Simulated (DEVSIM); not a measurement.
Device: Ti/HfO2/n-Si capacitor, at 300 K.

Layer 1 from the left is HfO2, thickness (nm) 5.90. Layer 2 from the left is Si, thickness (nm) 7500, Nd (cm⁻³) 5.9e15.

Metal gate on the left, work function 4.33 eV. Fixed charge at the semiconductor interface 9.4e10 cm⁻² (in units of +e); no interface traps.

The device is made up for the run: typed textbook-type constants, with dimensions and the other settings drawn at random. Values at 300 K.

HfO2: gap (eV) 5.7, affinity (eV) 2.5, permittivity 22. Si: gap (eV) 1.124, affinity (eV) 4.05, permittivity 11.7, Nc (cm⁻³) 2.86e19, Nv (cm⁻³) 3.1e19.

Q: Estimate by hand the flat-band voltage, the threshold voltage, and compare with a numerical solution.

A: 
- Flat-band voltage: C = 3.30 μF/cm², work-function difference 0.061 V; VFB = φms − qNf/C = 0.06 V; numerical 0.06 V.
- Threshold voltage: φF = 0.342 V, depletion charge √(4εqNφF) = 3.66e-8 C/cm²; VT = VFB − 2φF − Qd/C = -0.64 V; numerical -0.64 V.

DEVSIM, 1D Poisson equation in equilibrium, Boltzmann statistics, complete ionisation; no quantum confinement or tunnelling. Metal contacts follow the ideal Schottky-Mott rule: no Fermi-level pinning, no interface dipoles.
